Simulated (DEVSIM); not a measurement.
Structure: abrupt InP p-n junction, at 300 K.

Layer 1 from the left is InP, thickness (μm) 3.30, Na (cm⁻³) 5.2e16, τn (s) 4.4e-8, τp (s) 4.4e-8. Layer 2 from the left is InP, thickness (μm) 3.30, Nd (cm⁻³) 2.5e16, τn (s) 4.4e-8, τp (s) 4.4e-8.

Left contact: ohmic. Right contact: ohmic. Voltage is applied to the left contact. Recombination: SRH at mid-gap, radiative, Auger. Mobility is constant in doping.

This is a model device: material constants are rounded textbook-type values typed into the input, and sizes, dopings and lifetimes were drawn at random. Values at 300 K.

InP: gap (eV) 1.344, affinity (eV) 4.38, permittivity 12.5, Nc (cm⁻³) 5.7e17, Nv (cm⁻³) 1.1e19, μn (cm²/Vs) 5200, μp (cm²/Vs) 170, B (cm³/s) 1.2e-10, Cn (cm⁶/s) 9e-31, Cp (cm⁶/s) 9e-31.

Estimate by hand the built-in potential, the peak field at zero bias, the capacitance at -1.5 V, and compare with a numerical solution.


- Built-in potential: ni = √(Nc Nv) exp(−Eg/2kT) = 1.29e7 cm⁻³ with Eg = 1.344 eV; Vbi = kT/q ln(Na Nd/ni²) = 1.125 V; numerical 1.125 V.
- Peak field at zero bias: depletion approximation: W = √(2εVbi/(qN)) = 0.303 μm with N = 1.69e16 cm⁻³; field = 2Vbi/W = 74100 V/cm; numerical 72400 V/cm (estimate above by 2.4 %).
- Capacitance at -1.5 V: C = √(qεN / 2(Vbi + |V|)) = 23.9 nF/cm²; numerical 24.1 nF/cm² (estimate below by 0.99 %).

DEVSIM, 1D drift-diffusion, Boltzmann statistics, complete ionisation; no tunnelling, impact ionisation, image-force lowering or self-heating.
